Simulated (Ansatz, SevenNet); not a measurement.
For hexagonal WC, the machine-learned potential SevenNet-0 (trained on PBE and PBE+U data) gives:

* **lattice parameter a**: 2.928 Å
* **c axis length**: 2.849 Å

### Question
What does r²SCAN-D4 in Ansatz (PAW) give for the same quantities?

### Answer

- lattice constant a: 2.907 Å (falls by 0.7 %)
- lattice parameter c: 2.832 Å (shrinks by 0.6 %)

For comparison: lattice constant a 2.906 Å (measured, 300 K, no zero-point or thermal correction; as tabulated in Wikipedia's data pages); lattice parameter c 2.837 Å (measured, 300 K, no zero-point or thermal correction; as tabulated in Wikipedia's data pages).

Changes are worked out from the printed values.

Unless a cell is named, each level is at its own relaxed cell (SevenNet-0 10.58, r²SCAN-D4 10.36 Å³/atom).

Levels without +SOC leave out spin–orbit coupling, which shifts energies and cells of such heavy elements.

Ansatz's density-functional and Hartree–Fock values are scalar-relativistic unless marked +SOC, with PAW data made under PBE.

Ansatz is a quantum-chemistry and plane-wave program.
